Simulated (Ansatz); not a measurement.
A computed series for Al: response to strain

The reference is Al in the fcc (Cu type) structure (space group Fm-3m, No. 225; a = 3.992 Å). Axes: x, y, z lie along the cube axes.

Strains are applied to the cell and any free atomic positions relax; under biaxial strain the out-of-plane vector relaxes too; under stress the whole cell relaxes.

Computed with r2SCAN (Ansatz, a program for electronic structure; PAW; 500 eV plane waves; scalar-relativistic without spin-orbit coupling).

Notes on the quantities. pressure: mean of the normal stresses, compression positive; energy relative to the base: free energy F.

| case | pressure | volume per atom | energy relative to the base |
|---|---|---|---|
| base | 0.0 GPa | 15.90 Å³ | 0 meV/atom |
| biaxial strain −0.77 %, plane normal [001], relaxed out of plane | … | 15.79 Å³ | +0.7 meV/atom |
| biaxial strain −4.86 %, plane normal [111], relaxed out of plane | … | 14.98 Å³ | +51 meV/atom |
| biaxial strain +4.76 %, plane normal [111], relaxed out of plane | -3.6 GPa | 16.80 Å³ | +30 meV/atom |
| isotropic strain −0.62 % | 1.8 GPa | 15.61 Å³ | +1.6 meV/atom |
| uniaxial strain ε_yy = −2.55 % | … | 15.50 Å³ | +4.3 meV/atom |
| uniaxial strain ε_yy = +0.64 % | -0.6 GPa | 16.01 Å³ | +0.2 meV/atom |
| uniaxial stress, 2 GPa compression along x | – | 15.81 Å³ | +1.7 meV/atom |
| tensor shear ε_xy = +0.61 % | 0.0 GPa | 15.90 Å³ | +0.4 meV/atom |
| tensor shear ε_xz = +2.81 % | 0.5 GPa | 15.89 Å³ | +7.9 meV/atom |

**Question.** Complete the table.

**Answer.** 
- biaxial strain −0.77 %, plane normal [001], relaxed out of plane, pressure: 0.7 GPa
- biaxial strain −4.86 %, plane normal [111], relaxed out of plane, pressure: 7.8 GPa
- uniaxial strain ε_yy = −2.55 %, pressure: 2.6 GPa

Without a gap, meshes like the base's 20×20×20 leave anisotropic stresses uncertain by several tenths of a GPa, and small strain energies with them. Stability under load was not tested beyond the relaxation.
